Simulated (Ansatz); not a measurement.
## Pressure series in Ti3InN

Start from Ti3InN in the anti-perovskite structure (space group Pm-3m, No. 221; a = 4.1497 Å; a cell from a computed database, its experimental status unchecked).

Cell and atoms are relaxed at each pressure.

Level of theory: plane-wave PAW DFT at the PBEsol level (Ansatz, a first-principles code, 420 eV), scalar-relativistic without spin-orbit coupling.

Two rows of this table had their results exchanged by mistake.

```json
[
 {"pressure": "pressure −2 GPa", "volume per atom (Å³)": "14.47", "shortest distance (Å)": "2.083", "band gap": "zero"},
 {"pressure": "pressure −1 GPa", "volume per atom (Å³)": "13.72", "shortest distance (Å)": "2.047", "band gap": "zero"},
 {"pressure": "pressure 0.3 GPa", "volume per atom (Å³)": "14.27", "shortest distance (Å)": "2.074", "band gap": "zero"},
 {"pressure": "pressure 0.7 GPa", "volume per atom (Å³)": "14.23", "shortest distance (Å)": "2.072", "band gap": "zero"},
 {"pressure": "pressure 1.5 GPa", "volume per atom (Å³)": "14.17", "shortest distance (Å)": "2.069", "band gap": "zero"},
 {"pressure": "pressure 3 GPa", "volume per atom (Å³)": "14.05", "shortest distance (Å)": "2.063", "band gap": "zero"},
 {"pressure": "pressure 5 GPa", "volume per atom (Å³)": "13.90", "shortest distance (Å)": "2.056", "band gap": "zero"},
 {"pressure": "pressure 7.5 GPa", "volume per atom (Å³)": "14.38", "shortest distance (Å)": "2.079", "band gap": "zero"},
 {"pressure": "pressure 10 GPa", "volume per atom (Å³)": "13.55", "shortest distance (Å)": "2.038", "band gap": "zero"}
]
```

### Question
Which two?

### Answer
The rows for pressure −1 GPa and pressure 7.5 GPa: the volume has to fall steadily with pressure, so 14.38 Å³ belongs to pressure −1 GPa and 13.72 Å³ to pressure 7.5 GPa.

Load acts through the strain it causes; cell and atoms are relaxed under it. No phonon test of stability was made. Competing high-pressure phases were not computed. All final runs are without spin polarisation. A zero or small gap of Ti3InN can be the functional's error rather than a property of the material.
